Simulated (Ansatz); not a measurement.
A self-consistent single point of TaN (P3m1, 2 atoms in the cell) with Ansatz (a first-principles code).

Method: PBEsol, default PAW files made with PBE (plane waves; Ansatz).

```xyz
2
Lattice="2.9488 0.0000 0.0000 -1.4744 2.5537 0.0000 0.0000 0.0000 2.8989" Properties=species:S:1:pos:R:3 pbc="T T T"
Ta     0.0000     0.0000     1.4994
N      1.4744     0.8512     0.0000
```

Reference input (self-consistent single point, DFT, PBEsol, plane waves, default PAW files made with PBE): basis.ecutwfc = 420 eV; kpoints.mp_grid.grid = 13 13 11; hamiltonian.xc = pbesol; hamiltonian.pseudopotentials = {kind: paw} (the program's default PAW files); scf.occupations.method = fermi_dirac; scf.occupations.width = 0.1 eV. This run's input differs from it in these lines:

Ansatz 0.2 input:
```diff
@@ -13,3 +13,3 @@
   mp_grid:
-    grid: [13, 13, 11]
+    grid: [21, 21, 18]
 hamiltonian:
@@ -20,4 +20,4 @@
   occupations:
-    method: fermi_dirac
-    width: 0.1
+    method: cold
+    width: 0.3
 output:
```

Output (repeated stretches shortened):

```
SCF iter   1: F=—  HF=-10187.620705 eV  |F-HF|=—  |Δ(HF+E_count)|=         —  Δρ=1.70e-2  dr2=6.00e-2  ethr=1.77e-3  ⟨swp⟩=5.2  Hψ=51470  notcnv=0
all-band conjugate gradients solve this SCF's bands
preconditioner: auto → none
SCF iter   2: F=—  HF=-10187.613183 eV  |F-HF|=—  |Δ(HF+E_count)|=   7.52e-3  S|Δr|=    0.00e0  Δρ=1.01e-2  dr2=2.48e-2  ethr=3.34e-4  ⟨swp⟩=1.0  Hψ=16296  notcnv=0
SCF iter   3: F=—  HF=-10187.607811 eV  |F-HF|=—  |Δ(HF+E_count)|=   5.37e-3  S|Δr|=    0.00e0  Δρ=9.96e-4  dr2=1.43e-4  ethr=1.38e-4  ⟨swp⟩=2.1  Hψ=12484  notcnv=0
SCF iter   4: F=—  HF=-10187.607726 eV  |F-HF|=—  |Δ(HF+E_count)|=   8.50e-5  S|Δr|=    0.00e0  Δρ=1.86e-4  dr2=7.80e-6  ethr=7.95e-7  ⟨swp⟩=2.1  Hψ=16323  notcnv=0
SCF iter   5: F=—  HF=-10187.607730 eV  |F-HF|=—  |Δ(HF+E_count)|=   4.13e-6  S|Δr|=    0.00e0  Δρ=2.37e-5  dr2=7.47e-8  ethr=5.56e-10  ⟨swp⟩=5.0  Hψ=57362  notcnv=0
SCF iter   6: F=-10187.607730 eV  HF=-10187.607730 eV  |F-HF|=4.00e-9  |Δ(HF+E_count)|=   1.02e-8  S|Δr|=    0.00e0  Δρ=6.15e-6  dr2=6.49e-9  ethr=4.15e-10  ⟨swp⟩=2.9  Hψ=38868  notcnv=0
SCF 1 converged in 6 iterations: F = -10187.607730 eV  dr2 = 6.49e-9
Stability not checked (fill_not_monotonic)
Free energy (F): -10187.607730 eV
Internal energy: -10187.620766 eV  (E = F + TS)
E sigma→0 (E₀):  -10187.612076 eV
Entropy (-TS):   0.013036 eV (6.518 meV/atom)
Fermi energy:    19.560260 eV
--- Forces (eV/Å), atoms counted from 1 ---
  atom   1  Ta     0.00000000     0.00000000    -0.65068668
  atom   2  N      0.00000000     0.00000000     0.65075775
--- Stress (GPa, compression-positive) ---
       -8.196267       0.000000      -0.000000
        0.000000      -8.196267       0.000000
       -0.000000       0.000000      -9.467777
  P = ⅓ Tr σ = -8.6201 GPa (-86.201 kbar)
  The stress holds the Pulay correction. Without it, at fixed plane waves, as pw.x and ABINIT print it: P = -9.0839 GPa
```

The run converged in 6 iterations. Against the reference run the free energy rises by 2.1 meV/atom, the pressure hardly changes (-8.66 to -8.62 GPa) and the largest force stays at 0.651 eV/Å.

The starting cell comes from a database of computed structures (which also holds hypothetical and non-ambient phases and stackings), without a prior relaxation at this level. Its lattice was rescaled by up to half a per cent. One atom was moved a little off its site on purpose. Spin polarisation is off. With a pressure of about -9 GPa the cell is away from its equilibrium volume at this level. Ansatz's pressure includes its estimate of the finite-basis (Pulay) stress.
